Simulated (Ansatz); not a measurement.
Start from Sr3SbN in the anti-perovskite structure (space group Pm-3m, No. 221; a = 5.1315 Å; a cell from a computed database, its experimental status unchecked). Axes: x, y, z lie along the cube axes.

It is then changed as follows: tensile biaxial strain of 4.76 % in the plane normal to [110], as in epitaxy on a mismatched substrate; the out-of-plane cell vector and the atoms relax.

Levels (all Ansatz, a first-principles code, PAW): PBEsol (420 eV, spin-orbit coupling left out); HSE06 (420 eV, no spin-orbit coupling).

The geometry is relaxed with PBEsol.

* **PBEsol band gap**: 0.12 eV

With HSE06 at the same geometry, the band gap goes up by 0.72 eV, from 0.12 eV to 0.84 eV.

Single points use the geometry relaxed with PBEsol. With Sb present, leaving out spin-orbit coupling can change the band edges. Whether these cells are dynamically stable was not tested. The zero or small gap of Sr3SbN can change with the level of theory.
